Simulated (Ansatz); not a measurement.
We consider antifluorite K₂S, described by B3LYP (VWN-RPA form) (plane waves, PAW; Ansatz, a quantum-chemistry and plane-wave program).

Settings: plane-wave cutoff 460 eV, 6×6×6 k mesh, Fermi–Dirac smearing 0.01 eV, scalar-relativistic PAW data made under PBE.

Cell (relaxed at this level):

```cif
data_K8S4
_chemical_formula_sum 'K8 S4'
_space_group_name_H-M_alt 'Fm-3m'
_space_group_IT_number 225
_space_group_name_Hall '-F 4 2 3'
_cell_length_a 7.49952
_cell_length_b 7.49952
_cell_length_c 7.49952
_cell_angle_alpha 90.000
_cell_angle_beta 90.000
_cell_angle_gamma 90.000
loop_
_atom_site_label
_atom_site_type_symbol
_atom_site_symmetry_multiplicity
_atom_site_Wyckoff_symbol
_atom_site_fract_x
_atom_site_fract_y
_atom_site_fract_z
_atom_site_occupancy
K1 K 8 c 0.25000 0.25000 0.25000 1
S1 S 4 a 0.00000 0.00000 0.00000 1
```
(The calculation used a cell of 3 atoms; values per cell refer to that cell.)

**Question.** Predict the bulk modulus, band gap, smallest direct gap on the k points sampled and pressure derivative B′ of the bulk modulus.

**Answer.** 
- bulk modulus = 18.4 GPa
- band gap = 3.56 eV (on the SCF k mesh) (indirect)
- smallest direct gap on the k points sampled = 3.72 eV
- pressure derivative B′ of the bulk modulus = 4.4

Static lattice: no zero-point or thermal effects.

The result took very roughly 9 core-minutes.
